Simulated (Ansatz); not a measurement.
# Worked example: self-consistent single point of the (110) slab of ScSi (cut from a parent of space group no. 63; 8 atoms in the cell) in Ansatz

Method of the run: LDA (PW92), default PAW files made with PBE (plane waves; Ansatz, an electronic-structure program).

This input was run:

Ansatz 0.2 input:
```yaml
crystal:
  lattice:
    - [3.64911300, 0.00000000, 0.00000000]
    - [0.00000000, 5.31416800, 0.00000000]
    - [0.00000000, 0.00000000, 20.77761200]
  atoms:
    - { symbol: Sc, position: [0.25000000, 0.40068300, 0.43599800] }
    - { symbol: Sc, position: [0.75000000, 0.92169000, 0.38661300] }
    - { symbol: Sc, position: [0.25000000, 0.12107800, 0.61338700] }
    - { symbol: Sc, position: [0.75000000, 0.64208500, 0.56400200] }
    - { symbol: Si, position: [0.25000000, 0.88278900, 0.48571100] }
    - { symbol: Si, position: [0.75000000, 0.43958400, 0.33690100] }
    - { symbol: Si, position: [0.25000000, 0.60318400, 0.66309900] }
    - { symbol: Si, position: [0.75000000, 0.15997900, 0.51428900] }
basis:
  ecutwfc: 30.9 Ry
kpoints:
  mp_grid:
    grid: [7, 5, 1]
hamiltonian:
  xc: lda
  pseudopotentials:
    kind: paw
scf:
  occupations:
    method: fermi_dirac
    width: 0.0073 Ry
output:
  forces: true
  eigenvalues: true
  stress: true
```

Log, with long lists cut:

```
WARN ansatz: RAYON_NUM_THREADS=1 ignored (pool sized by the plan → 1); use --threads N
Pseudopotentials: kind: paw
Pseudopotential: Sc, paw, valence charge 11
Pseudopotential: Si, paw, valence charge 4
Crystal: 8 atoms, lattice volume = 402.919 Å³
Basis set: ecut = 420.4159175005146 eV, 7845 PW (Γ)
Bands: 38, of which v1, the nominal top of the filled ones, is band 30 counted from 1 (29 counted from 0)
Symmetry: 4 space group operations
Space group: P21/m (ITA 11), of the structure as read, at distance tolerance 7.4e-5 Å
k-points: 12 of 35
PAW frozen core: Sc, regenerated for the run's functional, and the local potential with it
PAW frozen core: Si, regenerated for the run's functional, and the local potential with it
Initial density: superposition of atomic densities (neutral atoms: chi_scale 0, normalization atom), corrected by the library's trained network
Initial wavefunctions: pseudopotential atomic-orbital guess
Eigensolver: davidson
Functional: x = slater, c = lda
SCF iter   1: F=—  HF=-10791.864979 eV  |F-HF|=—  |Δ(HF+E_count)|=         —  Δρ=3.64e-3  dr2=1.92e-1  ethr=1.77e-3  ⟨swp⟩=7.5  Hψ=2222  notcnv=0
all-band conjugate gradients solve this SCF's bands
preconditioner: auto → LDOS
SCF iter   2: F=—  HF=-10791.846919 eV  |F-HF|=—  |Δ(HF+E_count)|=   1.81e-2  Δρ=1.29e-3  dr2=1.49e-2  ethr=3.20e-4  ⟨swp⟩=2.7  Hψ=755  notcnv=0
SCF iter   3: F=—  HF=-10791.845853 eV  |F-HF|=—  |Δ(HF+E_count)|=   1.07e-3  Δρ=5.77e-4  dr2=2.24e-3  ethr=2.49e-5  ⟨swp⟩=2.9  Hψ=914  notcnv=0
SCF iter   4: F=—  HF=-10791.845409 eV  |F-HF|=—  |Δ(HF+E_count)|=   4.44e-4  Δρ=1.79e-4  dr2=2.13e-4  ethr=3.74e-6  ⟨swp⟩=2.0  Hψ=772  notcnv=0
SCF iter   5: F=—  HF=-10791.845360 eV  |F-HF|=—  |Δ(HF+E_count)|=   4.95e-5  Δρ=3.53e-5  dr2=5.84e-6  ethr=3.54e-7  ⟨swp⟩=2.2  Hψ=791  notcnv=0
SCF iter   6: F=—  HF=-10791.845336 eV  |F-HF|=—  |Δ(HF+E_count)|=   2.41e-5  Δρ=9.75e-6  dr2=5.24e-7  ethr=9.74e-9  ⟨swp⟩=3.4  Hψ=1027  notcnv=0
SCF iter   7: F=-10791.845336 eV  HF=-10791.845336 eV  |F-HF|=1.36e-8  |Δ(HF+E_count)|=   2.19e-7  Δρ=2.98e-6  dr2=4.63e-8  ethr=1.67e-10  ⟨swp⟩=9.4  Hψ=2026  notcnv=0
SCF 1 converged in 7 iterations: F = -10791.845336 eV  dr2 = 4.63e-8
SCF converged after 7 iterations
Free energy (F): -10791.845336 eV
Harris-Foulkes:  -10791.845336 eV  (|F-HF|=1.36e-8)
Internal energy: -10791.607570 eV  (E = F + TS)
E sigma→0 (E₀):  -10791.726453 eV
Entropy (-TS):   -0.237766 eV (-29.721 meV/atom)
Fermi energy:    0.584303 eV
--- Per-component energies (eV) ---
  E_band       = -1118.197273
  E_kinetic    = 1200.391615
  E_local      = -28069.452281  (includes V_loc(G=0)·N_el)
  E_nonlocal   = 452.329601
  E_hartree    = 13238.404359
  E_xc         = -629.797472
  E_vxc        = -700.080235  (∫ρ·V_xc dr)
  E_paw        = -5582.764254  (= ΣΔE_a)
  E_vpaw       = -478.201318  (= ΣTr[D̂ρ^β])
  E_aug_tail   = 0.000065  (compensation charges beyond the density's cutoff)
  E_ewald      = 8597.723783
  E_core_change = 1.557014  (= ΣΔE_core)
  E_smearing   = -0.237766  (= −TS)
  E_closure    = 0.000000  (closes the sum)
  Σ components = -10791.845336   (vs F -10791.845336, Δ=0.00e0)
--- Forces (eV/Å), atoms counted from 1 ---
  atom   1  Sc     0.00000000    -0.02918733    -0.11705275
  atom   2  Sc     0.00000000     0.11130631    -0.06568150
  atom   3  Sc     0.00000000    -0.11130631     0.06568150
  atom   4  Sc     0.00000000     0.02918733     0.11705275
  atom   5  Si     0.00000000     0.21951689    -0.17429434
  atom   6  Si     0.00000000    -0.23748017     0.67697504
  atom   7  Si     0.00000000     0.23748017    -0.67697504
  atom   8  Si     0.00000000    -0.21951689     0.17429434
  max |Σ_I F_I| component: 0.00e0 eV/Å
--- Stress (GPa, compression-positive) ---
       -3.052641      -0.000000      -0.000000
       -0.000000      -3.060321       0.410599
       -0.000000       0.410598      -1.536525
  P = ⅓ Tr σ = -2.5498 GPa (-25.498 kbar)
  The stress holds the Pulay correction. Without it, at fixed plane waves, as pw.x and ABINIT print it: P = -2.5589 GPa
--- Band table (eV; the first three rows and the last of 12) ---
  k-point 0: bands = ["-48.5985", "-48.5984", "-48.1254", "-48.1151", "-27.5755", "-27.5720", "-27.5261", "-27.5256", "-27.4381", "-27.4372", "-27.1209", "-27.0922", "-27.0793", "-27.0327", "-26.9767", "-26.9507", "-9.9973", "-6.6724", "-6.4899", [...]
  k-point 1: bands = ["-48.5984", "-48.5983", "-48.1255", "-48.1153", "-27.5776", "-27.5733", "-27.5253", "-27.5249", "-27.4323", "-27.4303", "-27.1224", "-27.0978", "-27.0854", "-27.0314", "-26.9775", "-26.9515", "-9.9131", "-6.5607", "-6.5024", [...]
  k-point 2: bands = ["-48.5981", "-48.5981", "-48.1258", "-48.1155", "-27.5805", "-27.5752", "-27.5241", "-27.5238", "-27.4216", "-27.4203", "-27.1242", "-27.1108", "-27.0918", "-27.0301", "-26.9787", "-26.9527", "-9.7619", "-6.6194", "-6.3316", [...]
  k-point 11: bands = ["-48.5932", "-48.5932", "-48.1167", "-48.1145", "-27.6053", "-27.6050", "-27.5656", "-27.5648", "-27.4206", "-27.4195", "-27.1016", "-27.0955", "-27.0837", "-27.0751", "-27.0141", "-27.0114", "-8.0260", "-6.8027", "-5.3941", [...]
```

The run converged in 7 iterations.

The starting cell comes from a database of computed structures (which also holds hypothetical and non-ambient phases and stackings), without a prior relaxation at this level. The slab is cut from that crystal, and its faces are unrelaxed. Its lattice was rescaled by up to half a per cent. Spin polarisation is off, though cut faces can carry moments; the slab shows no gap.
